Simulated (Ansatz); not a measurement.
By PBEsol, the system below comes out a metal.

```
CELL_PARAMETERS angstrom
      2.73658     0.00000     0.00000
      0.00000     4.39490     0.00000
      1.36829     0.00000     2.36995
ATOMIC_POSITIONS crystal
  Tc 0.33333 0.75000 0.33333
  Tc 0.66667 0.25000 0.66667
```

Space group of this cell: P6_3/mmc, hcp (Mg type). The cell is taken as given; by PBEsol its mean pressure is -5.5 GPa.

The current flows along the normal of the first two printed cell vectors, the (100) plane of the conventional cell. No spin-orbit coupling; the value is a mean over 0.1 eV about the Fermi level.

Question: State the ballistic conductance per area according to PBEsol (Ansatz, a program for electronic structure).

Answer: 1.4 × 10¹⁵ S/m² for both spins.
